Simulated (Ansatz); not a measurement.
**Effect of O vacancy, symmetric start on KTaO3**

Take a 15-atom supercell of KTaO₃ in the cubic perovskite structure (space group Pm-3m, No. 221; a = 3.9901 Å) at its relaxed geometry as the base.

Modification: one O atom is removed, atoms relaxed at fixed cell.

The values are results of r2SCAN (Ansatz, a program for electronic structure), without spin-orbit coupling, not measurements. Settings: 4×5×5 k-points, 0.01 eV Fermi–Dirac smearing.

```yaml
pressure: 1.7 GPa (base 0.0 GPa)
energy_gained_by_relaxation: 0.37 eV
largest_displacement_of_a_host_atom_from_its_site_in_the_perfect_cell: 0.11 Å
mean_distance_from_the_defect_site_to_its_nearest_host_atoms: 3.97 bohr (base 3.77 bohr)
```

Other magnetic orders, which the real material may have, were not ruled out. In so small a cell the defect repeats every few ångströms: this is an ordered compound, not a dilute defect. The mesh was chosen for an insulator and is coarse for the gapless case. The defect started on the symmetric site and kept its symmetry, so it may sit on a saddle. No Hubbard U is applied, and correlation can decide whether such a compound is a metal. The defect cell is spin-polarised and ends with 1.4 μB, a fractional moment that hangs on the mesh and smearing.
